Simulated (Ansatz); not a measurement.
Consider In2Bi (space group P6_3/mmc, No. 194; a = 5.452 Å, c = 6.487 Å). Axes: x lies along a and z along c of the hexagonal cell.

All numbers come from PBEsol, PAW, 420 eV (Ansatz, a quantum-chemistry and plane-wave program; spin-orbit coupling left out).

Base values:

- Shortest interatomic distance = 3.148 Å

One thing is altered: uniaxial strain ε_xx = +0.80 %, all other strain components held at zero, atoms relaxed at fixed cell.

Problem. What does the calculation give for the energy relative to the base and shortest interatomic distance after the change?

Solution. The energy increases by 0.4 meV/atom; the shortest interatomic distance goes up by 0.008 Å, from 3.148 Å to 3.156 Å.

Without a gap, meshes like the base's 10×10×7 leave anisotropic stresses uncertain by several tenths of a GPa, and small strain energies with them. No phonon test of stability was made.
